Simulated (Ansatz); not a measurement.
WC: response to strain

The parent structure is WC (space group P-6m2, No. 187; a = 2.9127 Å, c = 2.8354 Å; relaxed with 0.1 eV smearing). Axes: x lies along a and z along c of the hexagonal cell.

Strains are applied to the cell and any free atomic positions relax.

Method: DFT with r2SCAN, PAW potentials and a 500 eV plane-wave cutoff in Ansatz (a quantum-chemistry and plane-wave program), no spin-orbit coupling.

Notes on the quantities. pressure: mean of the normal stresses, compression positive; energy relative to the base: free energy F.

```csv
change,pressure,energy relative to the base,volume per atom
base,0.0 GPa,0 meV/atom,10.42 Å³
uniaxial strain ε_xx = +0.50 %,-1.9 GPa,+0.6 meV/atom,10.47 Å³
uniaxial strain ε_xx = +1.00 %,-3.7 GPa,+2.3 meV/atom,10.52 Å³
uniaxial strain ε_xx = +1.50 %,-5.5 GPa,+5.2 meV/atom,10.57 Å³
uniaxial strain ε_xx = +2.00 %,-7.2 GPa,+9.1 meV/atom,10.62 Å³
uniaxial strain ε_xx = +2.50 %,-8.9 GPa,+14 meV/atom,10.68 Å³
uniaxial strain ε_xx = +3.00 %,-10.5 GPa,+20 meV/atom,10.73 Å³
```

Stability against distortions was not tested. All final runs are without spin polarisation.
